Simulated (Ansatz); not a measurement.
MgO (Fm-3m), PBEsol, rigid bands run with Ansatz (an electronic-structure program): Condition of this run: hydrostatic pressure 2 GPa (the target of the relaxation). band gap 4.74 eV, N_c = 5.44e18 cm⁻³ and N_v = 2.89e20 cm⁻³ at 300 K, conductivity masses of 0.356 mₑ (electrons) and 2.27 mₑ (holes). Take k_BT = 0.02585 eV.

Question: What thermal injection velocity √(2k_BT/πm) limits a ballistic channel?

Answer: 9.02e6 cm/s for electrons and 3.57e6 cm/s for holes, a ratio of √(m_h/m_e) = 2.53, for dilute carriers.

Question: Find the intrinsic carrier density and the intrinsic Fermi level.

Answer: n_i = √(N_c N_v) exp(−E_g/2k_BT) = 3.97e19 × exp(−91.68) = 6.1e-21 cm⁻³. The level lies (k_BT/2) ln(N_v/N_c) = 51 meV from mid-gap (positive towards the conduction band). Each 0.1 eV added to the gap lowers n_i by a factor of 6.9.

Question: A film of it is 8 nm thick. Estimate the confinement energies in an infinite well.

Answer: ħ²π²/(2m t²) = 0.376 eV·nm²/(m/mₑ × t²) gives 16.5 meV for electrons and 2.59 meV for holes, so the gap would widen to about 4.76 eV. Finite barriers and nonparabolic bands lower this, and with several valleys or bands the heaviest mass along the normal sets the lowest level, not this average.

Rigid, parabolic bands with the computed gap; masses take one relaxation time for all states. Spin-orbit coupling is left out.
